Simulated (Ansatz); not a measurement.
KMgH$_{3}$ (Pm-3m), PBEsol, rigid bands in Ansatz (a program for electronic structure): N_v = 5.07e19 cm⁻³ at 300 K and a hole conductivity mass of 0.681 mₑ.

Problem. For 1e17 holes per cm³ at 300 K, place the Fermi level, estimate the Seebeck coefficient of a parabolic band with constant τ, and give mobility and conductivity for τ = 20 fs.

Solution. The level lies k_BT ln(N_v/p) = 0.161 eV above the valence-band maximum. S ≈ +(k_B/e)[ln(N_v/p) + 5/2] = 752 μV/K, against 750 μV/K from the full bands (mean over directions). μ = eτ/m = 51.7 cm²/(V·s) and σ = peμ = 0.828 S/cm. τ is assumed, not computed.

Band transport and this doping are assumed; polarons and phonon drag are left out. Spin-orbit coupling is left out; where it splits the top of the valence band, N_v and the p-type Seebeck coefficient come out somewhat high without it.

Formula and space group known from diffraction (Crystallography Open Database), not checked to be the room-temperature form: KMgH3 (Pm-3m).
